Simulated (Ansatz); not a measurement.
Base system: CaZrF$_{6}$ (space group Fm-3m, No. 225; a = 8.511 Å; a cell from a computed database, its experimental status unchecked).

Now apply this change: cell and atoms relaxed at a pressure of 1.5 GPa.

Levels (all Ansatz, a quantum-chemistry and plane-wave program, PAW): PBEsol (420 eV, no spin-orbit coupling); PBEsol+SOC (420 eV, spin-orbit coupling included).

The geometry is relaxed with PBEsol.

```
Property                                    Value
----------------------------  -------------------
PBEsol pressure                         15.0 kbar
PBEsol valence-band top at Γ  0.00, 0.00, 0.00 eV
PBEsol band gap                           7.08 eV
```

Q: How does going to PBEsol+SOC change the pressure, valence-band top at Γ and band gap?

A: The pressure is nearly the same (15.0 kbar against 14.9 kbar); the valence-band top at Γ (three highest Kramers pairs, from the VBM) changes from 0.00, 0.00, 0.00 eV to 0.00, 0.00, -0.03 eV; the band gap drops by 0.04 eV (7.08 eV → 7.04 eV). The threefold valence maximum splits by Δso ≈ 32 meV.

Single points use the geometry relaxed with PBEsol. The spin-orbit shifts are approximate. Load acts through the strain it causes; cell and atoms are relaxed under it. Whether these cells are dynamically stable was not tested.
